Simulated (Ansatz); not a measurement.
The reference is YN in the rock salt structure (space group Fm-3m, No. 225; a = 4.906 Å).

All numbers come from Ansatz (an electronic-structure program), PBE, PAW, cutoff 420 eV, without spin-orbit coupling.

One change was made to it. Results:

```
quantity             base     after
---------------  --------  --------
volume per atom  14.76 Å³  12.83 Å³
band gap          0.21 eV      zero
```

Which of these changes matches the shifts?
A) pressure −1 GPa
B) pressure 0.9 GPa
C) pressure 30 GPa
D) pressure 9 GPa

C, pressure 30 GPa. For comparison, the band gap in the other runs: pressure −1 GPa gives 0.22 eV; pressure 0.9 GPa gives 0.20 eV; pressure 9 GPa gives 0.12 eV.

The mesh was chosen for an insulator and is coarse for the gapless case. Load acts through the strain it causes; cell and atoms are relaxed under it. Stability against distortions was not tested. Competing high-pressure phases were not computed. The final runs are not spin-polarised. The zero or small gap of YN can change with the level of theory.
